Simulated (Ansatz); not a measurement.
Levels about the gap of amorphous Al₂₈O₄₇P₂ (77 atoms in a cell of 898 Å³, 2.90 g/cm³; zone centre alone, so wide bands show as single levels with stretches between that a denser mesh fills), at the geometry that PBE relaxed, where it gives 0.1 GPa on a denser mesh. The participation number counts the atoms over which a state spreads; weights are charges in smoothed Voronoi cells. The levels come from a single point, so bond lengths are those of that geometry. Method of the levels: PBE, scalar-relativistic without spin-orbit coupling (Ansatz, a quantum-chemistry and plane-wave program). Sampling: the zone centre alone; Fermi-Dirac width 0.02 eV; no spin polarisation. At PBE the levels at the filled edge of the gap are localised (band-tail or defect states), and the nearest spread-out levels lie 3.9 eV apart at the zone centre.

It comes from a melt-quench run on a machine-learned potential (CHGNet), relaxed afterwards by DFT. O atoms were pushed apart under 1.9 Å during the dynamics, to hinder bonds among them. The hot cell started wider than the set density and was brought back towards it in steps. It is the lowest in DFT energy of 2 quenches. It is a model cell: composition and starting density were chosen by hand, and all elements were melted together. No dispersion term was used. Its density started from a set value of 3.01 and ended at 2.90 g/cm³. The quench (nominally 410 K/ps over its main leg) was far faster than any real one, so the model tends to hold more defects than a real film. One small periodic cell is one sample of the glass; other quenches scatter about these values. Volume and shape were free in the relaxation.

```
E - E(highest filled), eV  filling  participation number        largest on  weight O  weight Al  weight P
-------------------------  -------  --------------------  ----------------  --------  ---------  --------
-0.79                       filled                  17.5   O, 3 neighbours      0.95       0.05      0.00
-0.67                       filled                  13.3   O, 3 neighbours      0.95       0.05      0.00
-0.61                       filled                  10.8   O, 3 neighbours      0.94       0.05      0.00
-0.47                       filled                   6.7   O, 3 neighbours      0.95       0.05      0.00
-0.22                       filled                   3.4   O, 2 neighbours      0.95       0.05      0.00
-0.19                       filled                   2.8   O, 2 neighbours      0.95       0.05      0.00
0.00                        filled                   4.3   O, 3 neighbours      0.95       0.05      0.00
3.12                         empty                  59.0   O, 3 neighbours      0.60       0.39      0.01
4.77                         empty                  22.9  Al, 4 neighbours      0.59       0.40      0.01
5.08                         empty                  21.5  Al, 4 neighbours      0.57       0.42      0.01
5.46                         empty                  48.6  Al, 5 neighbours      0.62       0.38      0.01
5.59                         empty                  39.1  Al, 5 neighbours      0.65       0.34      0.01
5.81                         empty                  44.6  Al, 5 neighbours      0.60       0.38      0.02
5.90                         empty                  48.9   O, 3 neighbours      0.65       0.31      0.04
```

Most localised among these is the filled level at -0.19 eV, on a O atom, which has 2 neighbours (Al 1.68 Å, Al 1.68 Å).
